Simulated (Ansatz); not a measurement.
**Worked example: self-consistent single point of TaTc (Pm-3m, 2 atoms in the cell) in Ansatz (a program for electronic structure)**

Method: PBEsol, default PAW files made with PBE (plane waves; Ansatz).

Input as run:

Ansatz 0.2 input:
```yaml
# TaTc
crystal:
  lattice:
    - [3.17200000, 0.00000000, 0.00000000]
    - [0.00000000, 3.17200000, 0.00000000]
    - [0.00000000, 0.00000000, 3.17200000]
  atoms:
    - { symbol: Ta, position: [0.00000000, 0.00000000, 0.00000000] }
    - { symbol: Tc, position: [0.50000000, 0.50000000, 0.50000000] }
kpoints:
  mp_grid:
    grid: [10, 10, 10]
hamiltonian:
  xc: pbesol
  pseudopotentials:
    kind: paw
scf:
  occupations:
    method: cold
    width: 0.05 eV
output:
  forces: true
  eigenvalues: true
  stress: true
```

The program printed (abridged):

```
WARN basis.ecutwfc = 500 eV, the default
WARN ansatz: RAYON_NUM_THREADS=1 ignored (pool sized by the plan → 1); use --threads N
Pseudopotentials: kind: paw
Pseudopotential: Ta, paw, valence charge 13
Pseudopotential: Tc, paw, valence charge 15
Crystal: 2 atoms, lattice volume = 31.915 Å³
Basis set: ecut = 500 eV, 799 PW (Γ), exchange–correlation on 48×48×48 points (8 copies of the dense FFT grid, shifted against one another)
Bands: 18, of which v1, the nominal top of the filled ones, is band 14 counted from 1 (13 counted from 0)
Symmetry: 48 space group operations
Space group: Pm-3m (ITA 221), of the structure as read, at distance tolerance 3.2e-5 Å
k-points: 56 of 1000
PAW frozen core: Ta, regenerated for the run's functional, and the local potential with it
PAW frozen core: Tc, regenerated for the run's functional, and the local potential with it
Initial density: superposition of atomic densities (chi_scale 0.1, normalization cell, long waves kept (reshape's long-wave potential 0.00 eV rms))
Initial wavefunctions: pseudopotential atomic-orbital guess
Eigensolver: davidson
Functional: x = pbesol(κ = 0.804, μ = 0.12345679012345678), c = pbesol(β = 0.046)
SCF iter   1: F=—  HF=-15145.518716 eV  |F-HF|=—  |Δ(HF+E_count)|=         —  Δρ=6.80e-2  dr2=1.03e0  ethr=3.10e-3  ⟨swp⟩=5.5  Hψ=4196  notcnv=0
all-band conjugate gradients solve this SCF's bands
preconditioner: auto → none
SCF iter   2: F=—  HF=-15145.249650 eV  |F-HF|=—  |Δ(HF+E_count)|=   2.69e-1  S|Δr|=    0.00e0  Δρ=3.71e-2  dr2=3.07e-1  ethr=3.10e-3  ⟨swp⟩=2.1  Hψ=1717  notcnv=0  defer=3
SCF iter   3: F=—  HF=-15145.147634 eV  |F-HF|=—  |Δ(HF+E_count)|=   1.02e-1  S|Δr|=    0.00e0  Δρ=2.54e-3  dr2=8.26e-4  ethr=1.10e-3  ⟨swp⟩=3.0  Hψ=1951  notcnv=0  defer=3
SCF iter   4: F=—  HF=-15145.147704 eV  |F-HF|=—  |Δ(HF+E_count)|=   6.99e-5  S|Δr|=    0.00e0  Δρ=4.17e-4  dr2=3.17e-5  ethr=2.95e-6  ⟨swp⟩=2.5  Hψ=1726  notcnv=0  defer=3
SCF iter   5: F=—  HF=-15145.147684 eV  |F-HF|=—  |Δ(HF+E_count)|=   2.04e-5  S|Δr|=    0.00e0  Δρ=6.60e-5  dr2=1.28e-6  ethr=1.13e-7  ⟨swp⟩=2.0  Hψ=1735  notcnv=0  defer=3
SCF iter   6: F=-15145.147683 eV  HF=-15145.147683 eV  |F-HF|=2.24e-10  |Δ(HF+E_count)|=   2.92e-7  S|Δr|=    0.00e0  Δρ=4.45e-6  dr2=2.27e-9  ethr=3.57e-10  ⟨swp⟩=6.1  Hψ=4590  notcnv=0
SCF 1 converged in 6 iterations: F = -15145.147683 eV  dr2 = 2.27e-9
SCF converged after 6 iterations
Stability not checked (fill_not_monotonic)
Free energy (F): -15145.147683 eV
Harris-Foulkes:  -15145.147683 eV  (|F-HF|=2.24e-10)
Internal energy: -15145.147505 eV  (E = F + TS)
E sigma→0 (E₀):  -15145.147624 eV
Entropy (-TS):   -0.000178 eV (-0.089 meV/atom)
Fermi energy:    20.892506 eV
--- Per-component energies (eV) ---
  E_band       = -157.425512
  E_kinetic    = 989.096395
  E_local      = -1774.012689  (includes V_loc(G=0)·N_el)
  E_nonlocal   = 305.023737
  E_hartree    = 528.728482
  E_xc         = -455.237593
  E_vxc        = -498.310976  (∫ρ·V_xc dr)
  E_paw        = -11491.888774  (= ΣΔE_a)
  E_vpaw       = -236.678578  (= ΣTr[D̂ρ^β])
  E_aug_tail   = 0.000080  (compensation charges beyond the density's cutoff)
  E_ewald      = -3247.297634
  E_core_change = 0.440491  (= ΣΔE_core)
  E_smearing   = -0.000178  (= −TS)
  E_closure    = -0.000000  (closes the sum)
  Σ components = -15145.147683   (vs F -15145.147683, Δ=0.00e0)
--- Forces (eV/Å), atoms counted from 1 ---
  atom   1  Ta    -0.00000000     0.00000000    -0.00000000
  atom   2  Tc     0.00000000     0.00000000     0.00000000
  max |Σ_I F_I| component: 1.93e-29 eV/Å
--- Stress (GPa, compression-positive) ---
       -4.884838       0.000000       0.000000
        0.000000      -4.884838       0.000000
        0.000000       0.000000      -4.884838
  P = ⅓ Tr σ = -4.8848 GPa (-48.848 kbar)
  The stress holds the Pulay correction. Without it, at fixed plane waves, as pw.x and ABINIT print it: P = -4.8984 GPa
--- Band table (eV; the first three rows and the last of 56) ---
  k-point 0: bands = ["-47.0139", "-45.6286", "-17.7177", "-17.7177", "-17.7177", "-13.3357", "-13.3357", "-13.3357", "12.6935", "15.6209", "15.6209", "19.6656", "19.6656", "19.6656", "23.0033", "23.0033", "26.0018", "26.0018"]
  k-point 1: bands = ["-47.0112", "-45.6291", "-17.7303", "-17.7133", "-17.7133", "-13.3718", "-13.3386", "-13.3386", "12.9221", "15.7390", "15.8046", "19.6441", "19.6441", "19.7534", "22.6996", "23.1081", "25.2091", "25.2091"]
  k-point 2: bands = ["-47.0041", "-45.6307", "-17.7632", "-17.7016", "-17.7016", "-13.4653", "-13.3460", "-13.3460", "13.5731", "16.0891", "16.2903", "19.6086", "19.6086", "20.0064", "21.8996", "23.3746", "23.8733", "23.8733"]
  k-point 55: bands = ["-46.9582", "-45.6109", "-17.8201", "-17.8201", "-17.8201", "-13.6465", "-13.6465", "-13.6465", "18.1091", "18.1091", "18.1091", "18.6618", "18.6618", "18.6618", "22.2786", "22.2786", "25.7928", "25.7928"]
```

The run converged in 6 iterations.

The starting cell comes from a database of published, mostly measured structures (it also holds non-ambient and calculated ones), without a prior relaxation at this level. Spin-orbit coupling is off. Spin polarisation is off. With a pressure of about -5 GPa the cell is away from its equilibrium volume at this level. Ansatz's pressure includes its estimate of the finite-basis (Pulay) stress.
